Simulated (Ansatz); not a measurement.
Electronic density of states of amorphous As22Te33, density 5.26 g/cm³, on a 2×2×2 Γ-centred mesh with a Gaussian width of 0.1 eV; energies count from the Fermi level, whose place inside the gap is arbitrary. Cell and mesh are small, so fine structure isn't converged. The numbers are results of PBE, scalar-relativistic without spin-orbit coupling, PAW (Ansatz default set, large-core Te) (plane waves to 420 eV; Ansatz, a first-principles code), not measurements. Sampling: a 2×2×2 Γ-centred mesh; Fermi-Dirac width 0.05 eV; no spin polarisation.

Preparation: random packing, a CHGNet melt and quench, and a DFT relaxation. The hot cell started wider than the set density and was brought back towards it in steps. It is the lowest in DFT energy of 4 quenches. It is a model cell: composition and starting density were chosen by hand, and all elements were melted together. No dispersion term was used. Its density started from a set value of 5.26 and ended at 5.26 g/cm³. The quench (nominally 33 K/ps over its main leg) was far faster than any real one, so the model tends to hold more defects than a real film. One small periodic cell is one sample of the glass; other quenches scatter about these values. The volume was held where the preparation left it and the shape relaxed, at a PBE pressure of 0.7 GPa. Stress components on the final sampling reach 0.8 GPa. On a 2×2×2 Γ-centred mesh force components of up to 0.29 eV/Å stay, since the relaxation ran on one k-point at (1/4, 1/4, 1/4).

(E - EF (eV), states/(eV atom)): (-12.00, 0.44); (-11.90, 0.42); (-11.80, 0.41); (-11.70, 0.41); (-11.60, 0.38); (-11.50, 0.37); (-11.40, 0.41); (-11.30, 0.44); (-11.20, 0.41); (-11.10, 0.44); (-11.00, 0.40); (-10.90, 0.30); (-10.80, 0.23); (-10.70, 0.33); (-10.60, 0.42); (-10.50, 0.41); (-10.40, 0.41); (-10.30, 0.40); (-10.20, 0.34); (-10.10, 0.34); (-10.00, 0.37); (-9.90, 0.43); (-9.80, 0.43); (-9.70, 0.40); (-9.60, 0.38); (-9.50, 0.40); (-9.40, 0.38); (-9.30, 0.25); (-9.20, 0.15); (-9.10, 0.28); (-9.00, 0.34); (-8.90, 0.24); (-8.80, 0.21); (-8.70, 0.22); (-8.60, 0.24); (-8.50, 0.30); (-8.40, 0.33); (-8.30, 0.26); (-8.20, 0.14); (-8.10, 0.19); (-8.00, 0.10); (-7.90, 0.01); (-7.80, 0.00); (-7.70, 0.00); (-7.60, 0.00); (-7.50, 0.00); (-7.40, 0.00); (-7.30, 0.00); (-7.20, 0.00); (-7.10, 0.00); (-7.00, 0.00); (-6.90, 0.00); (-6.80, 0.00); (-6.70, 0.00); (-6.60, 0.00); (-6.50, 0.00); (-6.40, 0.00); (-6.30, 0.00); (-6.20, 0.00); (-6.10, 0.00); (-6.00, 0.00); (-5.90, 0.00); (-5.80, 0.00); (-5.70, 0.00); (-5.60, 0.00); (-5.50, 0.04); (-5.40, 0.21); (-5.30, 0.40); (-5.20, 0.48); (-5.10, 0.56); (-5.00, 0.64); (-4.90, 0.64); (-4.80, 0.60); (-4.70, 0.65); (-4.60, 0.69); (-4.50, 0.67); (-4.40, 0.69); (-4.30, 0.69); (-4.20, 0.69); (-4.10, 0.74); (-4.00, 0.79); (-3.90, 0.74); (-3.80, 0.70); (-3.70, 0.71); (-3.60, 0.74); (-3.50, 0.75); (-3.40, 0.75); (-3.30, 0.72); (-3.20, 0.70); (-3.10, 0.71); (-3.00, 0.73); (-2.90, 0.78); (-2.80, 0.75); (-2.70, 0.71); (-2.60, 0.77); (-2.50, 0.75); (-2.40, 0.61); (-2.30, 0.68); (-2.20, 0.76); (-2.10, 0.76); (-2.00, 0.74); (-1.90, 0.70); (-1.80, 0.71); (-1.70, 0.74); (-1.60, 0.74); (-1.50, 0.80); (-1.40, 0.85); (-1.30, 0.77); (-1.20, 0.79); (-1.10, 0.86); (-1.00, 0.85); (-0.90, 0.71); (-0.80, 0.68); (-0.70, 0.72); (-0.60, 0.70); (-0.50, 0.63); (-0.40, 0.53); (-0.30, 0.34); (-0.20, 0.14); (-0.10, 0.03); (0.00, 0.00); (0.10, 0.03); (0.20, 0.14); (0.30, 0.29); (0.40, 0.36); (0.50, 0.43); (0.60, 0.56); (0.70, 0.60); (0.80, 0.59); (0.90, 0.67); (1.00, 0.71); (1.10, 0.70); (1.20, 0.71); (1.30, 0.67); (1.40, 0.71); (1.50, 0.79); (1.60, 0.80); (1.70, 0.84); (1.80, 0.88); (1.90, 0.84); (2.00, 0.79); (2.10, 0.78)

The gap on this mesh is 0.37 eV; the broadening fills part of it in the curve.
